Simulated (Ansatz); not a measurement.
Bi2O2Te (I4/mmm, No. 139, 5 atoms in the cell; start mp-849872), treated with PBEsol in Ansatz (plane waves, PAW).

Numerical settings: plane-wave cutoff 520 eV, 14×14×14 k mesh, Fermi–Dirac smearing 0.05 eV, scalar-relativistic PAW data made under PBE.

Cell (relaxed at this level):

```xyz
5
Lattice="0.0000 6.3133 2.8049 2.8050 0.0000 2.8049 2.8050 6.3133 0.0000" Properties=species:S:1:pos:R:3 pbc="T T T"
Bi     2.8050     8.2381     2.7939
Bi     2.8050     4.3885     2.7939
Te     2.8050     6.3133     5.5985
O      1.4025     3.1567     1.3912
O      4.2074     9.4700     4.1961
```

Question: Predict the bulk modulus B0.

Answer: 
* **bulk modulus B0**: 78.0 GPa

The run finds no gap.

Note: the bulk modulus is −V dP/dV from two relaxed cells at ±2 % in volume; the relaxation could not lower the start's symmetry, so the cell can be a saddle point above a distorted one.

Spin–orbit coupling is not included; it can open a gap where bands touch, and shift volumes and moduli.

The computed numbers hold no vibrational or temperature effects.

The result took very roughly 17 core-minutes.

A start named mp-… is a Materials Project structure, which need not be a measured phase.

Ansatz is a first-principles code.
